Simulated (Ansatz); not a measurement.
Base system: BaTiO₃ in the cubic perovskite structure (space group Pm-3m, No. 221).

```
CELL_PARAMETERS angstrom
      3.93456     0.00000     0.00000
      0.00000     3.93456     0.00000
      0.00000     0.00000     3.93456
ATOMIC_POSITIONS crystal
  Ba 0.00000 0.00000 0.00000
  Ti 0.50000 0.50000 0.50000
  O  0.50000 0.00000 0.50000
  O  0.00000 0.50000 0.50000
  O  0.50000 0.50000 0.00000
```

Cartesian axes are those of the cell as printed.

Method: DFT with LDA, PAW potentials and a 420 eV plane-wave cutoff in Ansatz (a first-principles code), no spin-orbit coupling.

Strains are applied to the cell and any free atomic positions relax; under biaxial strain the out-of-plane vector relaxes too.

One change was made to it. Results:

The volume per atom increases by 0.175 Å³ (12.18 Å³ → 12.36 Å³); the energy goes up by 3.1 meV/atom; the pressure (mean of the normal stresses, compression positive) falls by 2.68 GPa (-0.01 GPa → -2.69 GPa).

Question: Which of these changes matches the shifts?
(A) biaxial strain +2.00 %, plane normal [111], relaxed out of plane
(B) biaxial strain +1.00 %, plane normal [111], relaxed out of plane
(C) biaxial strain +1.50 %, plane normal [111], relaxed out of plane
(D) biaxial strain +0.50 %, plane normal [111], relaxed out of plane

Answer: B, biaxial strain +1.00 %, plane normal [111], relaxed out of plane. For comparison, the energy relative to the base in the other runs: biaxial strain +1.50 %, plane normal [111], relaxed out of plane gives +7.0 meV/atom; biaxial strain +0.50 %, plane normal [111], relaxed out of plane gives +0.8 meV/atom; biaxial strain +2.00 %, plane normal [111], relaxed out of plane gives +12 meV/atom.

Whether these cells are dynamically stable was not tested. The final runs are not spin-polarised. Many cubic perovskites are stable only at high temperature; tilts and polar distortions were not tested. This is not the structure that BaTiO3 has at room temperature and ambient pressure.
